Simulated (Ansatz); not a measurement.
Reference: Cu (Fm-3m), PBEsol, rigid bands (plane waves, PAW, scalar-relativistic; Ansatz, a program for electronic structure); axes and stresses refer to this cell.

```xyz
1
Lattice="0.0000 1.7822 1.7822 1.7822 0.0000 1.7822 1.7822 1.7822 0.0000" Properties=species:S:1:pos:R:3 pbc="T T T"
Cu     0.0000     0.0000     0.0000
```

* **density of states at the Fermi level per atom**: 0.30 states/eV
* **root-mean-square Fermi velocity**: 10.9 ×10⁵ m/s
* **resistivity times mean free path**: 6.5 ×10⁻¹⁶ Ω·m²

```csv
Change,density of states at the Fermi level per atom,root-mean-square Fermi velocity,resistivity times mean free path
"functional PBE, cell relaxed with it",0.31 states/eV,10.8 ×10⁵ m/s,6.7 ×10⁻¹⁶ Ω·m²
hydrostatic pressure -2 GPa,0.30 states/eV,10.9 ×10⁵ m/s,6.6 ×10⁻¹⁶ Ω·m²
hydrostatic pressure 10 GPa,0.29 states/eV,[?],[?]
uniaxial stress along [110] of 1 GPa (compression positive),[?],10.9 ×10⁵ m/s,6.5 ×10⁻¹⁶ Ω·m²
uniaxial stress zz = -1 GPa (compression positive),0.30 states/eV,10.9 ×10⁵ m/s,[?]
uniaxial stress zz = -2 GPa (compression positive),0.30 states/eV,10.9 ×10⁵ m/s,6.5 ×10⁻¹⁶ Ω·m²
```

Q: What belongs in the gaps?

A: 
- hydrostatic pressure 10 GPa, root-mean-square Fermi velocity: 11.1 ×10⁵ m/s
- hydrostatic pressure 10 GPa, resistivity times mean free path: 6.3 ×10⁻¹⁶ Ω·m²
- uniaxial stress along [110] of 1 GPa (compression positive), density of states at the Fermi level per atom: 0.30 states/eV
- uniaxial stress zz = -1 GPa (compression positive), resistivity times mean free path: 6.5 ×10⁻¹⁶ Ω·m²

Metals at this level; values at 300 K, both spins, means over directions. As a rough test of the mesh, the Fermi surface's area from every second k point differs by up to 3 %. The product of resistivity and mean free path takes one path for all states. Spin-orbit coupling is left out unless a row names it. Stresses and pressures are the targets of the relaxation.  The structure type is held under load, also where the real crystal would transform.
